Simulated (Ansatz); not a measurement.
System: cubic perovskite SrVO₃. Method: PBE+U (plane waves, PAW; Ansatz, a program for electronic structure).

Numerical settings: plane-wave cutoff 520 eV, 10×10×10 k mesh, Fermi–Dirac smearing 0.1 eV, U_eff V 3.25 eV, perturbation theory, no spin polarisation, scalar-relativistic PAW data made under PBE.

Computed at the level's own relaxed cell.

SrVO$_{3}$ is modelled in the cubic space group Pm-3m (No. 221), the cubic perovskite structure, Pearson symbol cP5. Conventional cell: a = b = c = 3.8638 Å, α = β = γ = 90.00°. Sr on 1a has 12 O at 2.732 Å (cuboctahedral). V on 1b is surrounded by 6 O at 1.932 Å (octahedral). O on 3c sees 2 V at 1.932 Å and 4 Sr at 2.732 Å (octahedral). (Neighbours: up to the widest gap in distance over summed covalent radii, below 1.35, at either atom; cation-cation and far metal-metal contacts left out.)

Harmonic phonon frequencies (cm⁻¹; i marks an imaginary mode):

```json
[
 {"q point": "Γ", "frequencies": "0 0 0 151 151 151 318 318 318 325 325 325 543 543 543"},
 {"q point": "X", "frequencies": "107 107 154 158 158 253 314 314 336 336 349 477 510 510 531"},
 {"q point": "M", "frequencies": "107 111 111 119 173 285 285 332 350 350 459 459 459 476 629"},
 {"q point": "R", "frequencies": "104 104 104 138 138 138 383 383 383 457 457 457 513 513 697"}
]
```

No imaginary mode appears at these points.
